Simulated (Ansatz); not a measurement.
SrMoO3: isotropic strain −1.83 %

Consider SrMoO₃ in the cubic perovskite structure (space group Pm-3m, No. 221; a = 3.950 Å; a cell from a computed database, its experimental status unchecked).

Modification: the cell is scaled by 0.9817 in all directions; the atoms relax in the strained cell.

Computed with Ansatz (a quantum-chemistry and plane-wave program) PBEsol, no SOC. Γ-centred 12×12×12 mesh, Fermi–Dirac width 0.05 eV.

The volume per atom decreases by 0.665 Å³ to 11.66 Å³ and the space group is still Pm-3m (No. 221). The shortest interatomic distance drops by 0.036 Å (1.975 Å → 1.939 Å) and the energy rises by 25 meV/atom. The pressure goes from zero to 12.6 GPa and the band gap is still zero.

Final structure:

```
SrMoO3
1.0
    3.87801     0.00000     0.00000
    0.00000     3.87801     0.00000
    0.00000     0.00000     3.87801
Sr Mo O
1 1 3
Cartesian
  1.93901   1.93901   1.93901
  0.00000   0.00000   0.00000
  1.93901   0.00000   0.00000
  0.00000   1.93901   0.00000
  0.00000   0.00000   1.93901
```

No phonon test of stability was made. No Hubbard U is applied, and correlation can decide whether such a compound is a metal. The final runs are not spin-polarised. Many cubic perovskites are stable only at high temperature; tilts and polar distortions were not tested.
